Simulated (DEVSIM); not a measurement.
System: TaN/SiO2/n-Ge capacitor, at 250 K.

Layer 1 from the left is SiO2, thickness (nm) 1.10. Layer 2 from the left is Ge, thickness (nm) 5200, Nd (cm⁻³) 6.5e14.

Metal gate on the left, work function 4.4 eV. Fixed charge at the semiconductor interface 2.2e12 cm⁻² (in units of +e); no interface traps.

The device is made up for the run: typed textbook-type constants, with dimensions and the other settings drawn at random. Values at 300 K; Nc and Nv go as T^1.5, mobilities as T to minus their exponent, the gap by Varshni's rule with the affinity fixed.

SiO2: gap (eV) 9, affinity (eV) 0.9, permittivity 3.9. Ge: gap (eV) 0.664, affinity (eV) 4, permittivity 16, Nc (cm⁻³) 1.04e19, Nv (cm⁻³) 6e18, Varshni α (eV/K) 0.000477, Varshni β (K) 235.

Task: Estimate by hand the flat-band voltage, the threshold voltage, and compare with a numerical solution.

Result: 
- Flat-band voltage: C = 3.14 μF/cm², work-function difference 0.197 V; VFB = φms − qNf/C = 0.09 V; numerical 0.09 V.
- Threshold voltage: φF = 0.145 V, depletion charge √(4εqNφF) = 9.24e-9 C/cm²; VT = VFB − 2φF − Qd/C = -0.21 V; numerical -0.21 V.

DEVSIM, 1D Poisson equation in equilibrium, Boltzmann statistics, complete ionisation; no quantum confinement or tunnelling. Metal contacts follow the ideal Schottky-Mott rule: no Fermi-level pinning, no interface dipoles.
